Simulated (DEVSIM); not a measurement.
Device: Schottky contact on p-type Si, at 300 K.

```tsv
layer (left to right)	material	thickness (μm)	Na (cm⁻³)	τn (s)	τp (s)
1	Si	14.0	1.5e16	0.00064	0.00064
```

Left contact: Schottky, work function 4.684 eV, emission velocity 1e7 cm/s. Right contact: ohmic. Voltage is applied to the left contact. Recombination: SRH at mid-gap, radiative. Gap narrowing is on: ΔEg = 6.92 meV × (l + √(l² + 0.5)), l = ln(N/1.3e17 cm⁻³), shared equally by both band edges. Mobility is constant in doping.

This is a model device: material constants are rounded textbook-type values typed into the input, and sizes, dopings and lifetimes were drawn at random. Values at 300 K.

```
parameter           Si
-------------  -------
gap (eV)         1.124
affinity (eV)     4.05
permittivity      11.7
Nc (cm⁻³)      2.86e19
Nv (cm⁻³)       3.1e19
μn (cm²/Vs)       1417
μp (cm²/Vs)        470
B (cm³/s)      4.7e-15
```

Model (solved in DEVSIM): 1D drift-diffusion, Boltzmann statistics, complete ionisation; no tunnelling, impact ionisation, image-force lowering or self-heating. Metal contacts follow the ideal Schottky-Mott rule: no Fermi-level pinning, no interface dipoles.

Task: Give the dark reverse current.

Result: 
```json
[
 {"V (V)": "0.20", "J (A/cm²)": "0.20"},
 {"V (V)": "0.50", "J (A/cm²)": "0.22"},
 {"V (V)": "1.00", "J (A/cm²)": "0.23"},
 {"V (V)": "1.50", "J (A/cm²)": "0.24"},
 {"V (V)": "2.00", "J (A/cm²)": "0.24"},
 {"V (V)": "3.00", "J (A/cm²)": "0.25"},
 {"V (V)": "4.00", "J (A/cm²)": "0.26"},
 {"V (V)": "5.00", "J (A/cm²)": "0.26"},
 {"V (V)": "6.50", "J (A/cm²)": "0.26"},
 {"V (V)": "8.00", "J (A/cm²)": "0.27"},
 {"V (V)": "10.00", "J (A/cm²)": "0.27"}
]
```
